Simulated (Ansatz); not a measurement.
The reference is Al2Cu (space group I4/mcm, No. 140).

```yaml
crystal:
  lattice:
    - [-3.02979, 3.02979, 2.43726]
    - [3.02979, -3.02979, 2.43726]
    - [3.02979, 3.02979, -2.43726]
  atoms:
    - { symbol: Al, position: [0.65828, 0.15828, 0.81655] }
    - { symbol: Al, position: [0.84172, 0.65828, 0.50000] }
    - { symbol: Al, position: [0.15828, 0.34172, 0.50000] }
    - { symbol: Al, position: [0.34172, 0.84172, 0.18345] }
    - { symbol: Cu, position: [0.25000, 0.25000, 0.00000] }
    - { symbol: Cu, position: [0.75000, 0.75000, 0.00000] }
```

Computed with Ansatz (an electronic-structure program) PBE, no SOC.

One change was made to it. Results:

```tsv
quantity	base	after
shortest interatomic distance	4.606 bohr	4.420 bohr
c/a ratio	0.804	0.801
```

Q: Name the change that was made.
(A) pressure 2.1 GPa
(B) pressure 4.5 GPa
(C) pressure 30 GPa
(D) pressure 15 GPa
(E) pressure 0.9 GPa

A: D, pressure 15 GPa. For comparison, the shortest interatomic distance in the other runs: pressure 0.9 GPa gives 4.591 bohr; pressure 30 GPa gives 4.302 bohr; pressure 4.5 GPa gives 4.539 bohr; pressure 2.1 GPa gives 4.573 bohr.

Load acts through the strain it causes; cell and atoms are relaxed under it. Whether these cells are dynamically stable was not tested. No other phases were tried under pressure. The final runs are not spin-polarised.
